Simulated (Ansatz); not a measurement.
Worked example: self-consistent single point of NiRh (R3m, 2 atoms in the cell) in Ansatz (a program for electronic structure).

Method: LDA (PW92), default PAW files made with PBE (plane waves; Ansatz).

```yaml
crystal:
  lattice:
    - [1.31807, 0.76099, 4.12404]
    - [-1.31807, 0.76099, 4.12404]
    - [0.00000, -1.52198, 4.12404]
  atoms:
    - { symbol: Ni, position: [0.00404, 0.00404, 0.00404] }
    - { symbol: Rh, position: [0.50000, 0.50000, 0.50000] }
```

Reference input (self-consistent single point, DFT, LDA (PW92), plane waves, default PAW files made with PBE): basis.ecutwfc = 30.9 Ry; kpoints.mp_grid.grid = 14 14 14; hamiltonian.xc = lda; hamiltonian.pseudopotentials = {kind: paw} (the program's default PAW files); scf.occupations.method = gaussian; scf.occupations.width = 0.0073 Ry. This run's input differs from it in these lines:

Ansatz 0.2 input:
```diff
@@ -10,3 +10,3 @@
 basis:
-  ecutwfc: 30.9 Ry
+  ecutwfc: 21.7 Ry
 kpoints:
```

The program printed (abridged):

```
SCF iter   1: F=—  HF=-12051.271286 eV  |F-HF|=—  |Δ(HF+E_count)|=         —  Δρ=2.29e-2  dr2=6.94e-2  ethr=1.77e-3  ⟨swp⟩=4.4  Hψ=23238  notcnv=0
all-band conjugate gradients solve this SCF's bands
preconditioner: auto → none
SCF iter   2: F=—  HF=-12051.248301 eV  |F-HF|=—  |Δ(HF+E_count)|=   2.30e-2  Δρ=3.84e-2  dr2=4.20e-1  ethr=1.98e-4  ⟨swp⟩=2.0  Hψ=14447  notcnv=0  defer=36  recentre
   [... lines left out ...]
SCF iter   5: F=—  HF=-12051.221771 eV  |F-HF|=—  |Δ(HF+E_count)|=   2.78e-4  Δρ=4.77e-4  dr2=2.39e-5  ethr=2.79e-6  ⟨swp⟩=2.4  Hψ=10995  notcnv=0  defer=36
SCF iter   6: F=—  HF=-12051.221768 eV  |F-HF|=—  |Δ(HF+E_count)|=   2.99e-6  Δρ=9.37e-5  dr2=1.84e-6  ethr=6.83e-8  ⟨swp⟩=2.0  Hψ=9071  notcnv=0  defer=36
SCF iter   7: F=—  HF=-12051.221768 eV  |F-HF|=—  |Δ(HF+E_count)|=   2.10e-7  Δρ=3.20e-5  dr2=4.36e-7  ethr=5.27e-9  ⟨swp⟩=2.0  Hψ=8949  notcnv=0  defer=36
SCF iter   8: F=-12051.221768 eV  HF=-12051.221768 eV  |F-HF|=3.11e-8  |Δ(HF+E_count)|=   1.01e-7  Δρ=1.23e-5  dr2=3.59e-8  ethr=2.86e-10  ⟨swp⟩=3.3  Hψ=23007  notcnv=0
SCF 1 converged in 8 iterations: F = -12051.221768 eV  dr2 = 3.59e-8
Free energy (F): -12051.221768 eV
Internal energy: -12051.203106 eV  (E = F + TS)
E sigma→0 (E₀):  -12051.212437 eV
Entropy (-TS):   -0.018662 eV (-9.331 meV/atom)
Fermi energy:    19.835351 eV
--- Forces (eV/Å), atoms counted from 1 ---
  atom   1  Ni     0.00000000     0.00000002    -0.50956075
  atom   2  Rh     0.00000000    -0.00000002     0.50960531
--- Stress (GPa, compression-positive) ---
      -11.094455       0.000000      -0.000000
        0.000000     -11.094455      -0.000000
       -0.000000      -0.000000      -9.031818
  P = ⅓ Tr σ = -10.4069 GPa (-104.069 kbar)
  The stress holds the Pulay correction. Without it, at fixed plane waves, as pw.x and ABINIT print it: P = -45.4821 GPa
```

The run converged in 8 iterations. Against the reference run the free energy goes up by 300 meV/atom, the pressure goes from -12.13 to -10.41 GPa and the largest force goes from 0.459 to 0.510 eV/Å.

The starting cell comes from a database of computed structures (which also holds hypothetical and non-ambient phases and stackings), without a prior relaxation at this level. Its lattice was rescaled by up to half a per cent. One atom was moved a little off its site on purpose. Spin polarisation is off. Ansatz's pressure includes its estimate of the finite-basis (Pulay) stress. Without the estimate this run gives -45.48 GPa. The cutoff lies below the one recommended for these files.
